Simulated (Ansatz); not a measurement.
hypothetical Pm-3n SrB3C3 with two functionals, isotropic strain +0.95 %

Take SrB$_{3}$C$_{3}$ (space group Pm-3n, No. 223; a = 4.879 Å; a hypothetical phase, not in the database extracts checked) as the base.

(Cell as relaxed with PBE.)

Levels (all Ansatz, a program for electronic structure, PAW): PBE (420 eV, without spin-orbit coupling); PBEsol (420 eV, no SOC).

Each level relaxes its own structure.

```json
[
 {"base": "volume per atom", "PBE": "8.30 Å³", "PBEsol": "8.11 Å³"},
 {"base": "lattice parameter a", "PBE": "4.879 Å", "PBEsol": "4.843 Å"},
 {"base": "band gap", "PBE": "zero", "PBEsol": "zero"}
]
```

Perturbation: the cell is scaled by 1.0095 in all directions; the atoms relax in the strained cell.

```tsv
quantity	PBE	PBEsol
pressure	-6.0 GPa	-6.3 GPa
energy relative to the base (free energy F)	+4.6 meV/atom	+4.7 meV/atom
band gap	zero	zero
```

PBE's pressure lies 0.3 GPa above PBEsol's; the two agree on the band gap. Neither level is exact; PBEsol is the comparison here, not a measurement.

Whether these cells are dynamically stable was not tested. The final runs are not spin-polarised.
